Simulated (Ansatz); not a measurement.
Take HfO2 (space group P4_2/nmc, No. 137; a = 3.5770 Å, c = 5.2036 Å) as the base. Axes: x, y, z lie along a, b, c of the conventional cell.

Computed with DFT with r2SCAN, PAW potentials and a 500 eV plane-wave cutoff in Ansatz (a first-principles code), scalar-relativistic without spin-orbit coupling, earlier PAW set.

Before the change:

```
Property   Result
--------  -------
Band gap  5.27 eV
```

Modification: uniaxial stress, 5 GPa tension along x; all other stress components relax to zero.

### Question
Estimate the effect on the strain response.

### Answer
The strain response (xx, yy, zz) is (+2.19, −1.29, −0.13) %.

### Question
Predict the new band gap.

### Answer
The band gap shrinks by 0.09 eV, from 5.27 eV to 5.18 eV.

With Hf present, leaving out spin-orbit coupling can change the band edges. Stability under load was not tested beyond the relaxation. This is not the structure that HfO2 has at room temperature and ambient pressure.
